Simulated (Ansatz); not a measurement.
Start from Sn (space group I4_1/amd, No. 141; a = 5.9470 Å, c = 3.2123 Å). Axes: x, y, z lie along a, b, c of the conventional cell.

The values are results of Kohn–Sham DFT with the PBE functional, run in Ansatz (a quantum-chemistry and plane-wave program) with PAW and 420 eV plane waves, no SOC, not measurements.

Before the change:

```
Property            Value
---------------  --------
Volume per atom  28.40 Å³
```

Now apply this change: biaxial strain +2.19 %, plane normal [001], relaxed out of plane (Cartesian); in-plane vectors clamped, the third vector and the atoms free.

Task: What happens to the volume per atom?

Result: The volume per atom increases by 0.923 Å³ (28.40 Å³ → 29.33 Å³).

A biaxial case was relaxed in a doubled cell and then solved in the primitive one. Stability against distortions was not tested.
